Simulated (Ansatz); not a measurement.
The parent structure is CsSnI3 in the cubic perovskite structure (space group Pm-3m, No. 221; a = 6.0305 Å).

Level of theory: LDA in Ansatz (plane waves to 420 eV, PAW, scalar-relativistic without spin-orbit coupling).

Strains are applied to the cell and any free atomic positions relax.

One change was made to it. Results:

```tsv
quantity	base	after
band gap	zero	0.31 eV
pressure	0.0 GPa	-1.5 GPa
```

Q: Name the change that was made.
A. isotropic strain +0.60 %
B. isotropic strain +2.40 %
C. isotropic strain +1.80 %
D. isotropic strain +3.00 %

A: D, isotropic strain +3.00 %. For comparison, the band gap in the other runs: isotropic strain +2.40 % gives 0.24 eV; isotropic strain +1.80 % gives 0.16 eV; isotropic strain +0.60 % gives zero.

With I present, leaving out spin-orbit coupling can change the band edges. Whether these cells are dynamically stable was not tested. The final runs are not spin-polarised. Many cubic perovskites are stable only at high temperature; tilts and polar distortions were not tested. A zero or small gap of CsSnI3 can be the functional's error rather than a property of the material.

Ansatz is an electronic-structure program.
